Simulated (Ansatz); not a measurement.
Results of PBEsol (Ansatz, a first-principles code, PAW) for NbCuN2 (model structure, started from the TaCuN2 type, R-3m, No. 166, 4 atoms in the cell).

Settings: plane-wave cutoff 520 eV, 12×12×12 k mesh, Fermi–Dirac smearing 0.01 eV, no spin polarisation, scalar-relativistic PAW data made under PBE.

Cell (relaxed with PBEsol):

```
CuNbN2
1.0
    1.56064     0.90104     5.76738
   -1.56064     0.90104     5.76738
    0.00000    -1.80207     5.76738
Nb Cu N
1 1 2
Direct
  0.50000   0.50000   0.50000
  0.00000   0.00000   0.00000
  0.10531   0.10531   0.10531
  0.89469   0.89469   0.89469
```

Q: What does this level give for the band gap, smallest direct gap on the k points sampled and Γ–Γ gap?

A: 
- band gap: 0.15 eV
- smallest direct gap on the k points sampled: 0.59 eV
- Γ–Γ gap: 1.76 eV

Note: the relaxation could raise the start's symmetry but not lower it, so the cell can be a saddle point.

Spin–orbit coupling is not included.

The computed numbers hold no vibrational or temperature effects.

A model structure was made by putting elements into a prototype or built by hand; it is no filed structure, need not be a known phase, and can be a saddle point held by its symmetry.
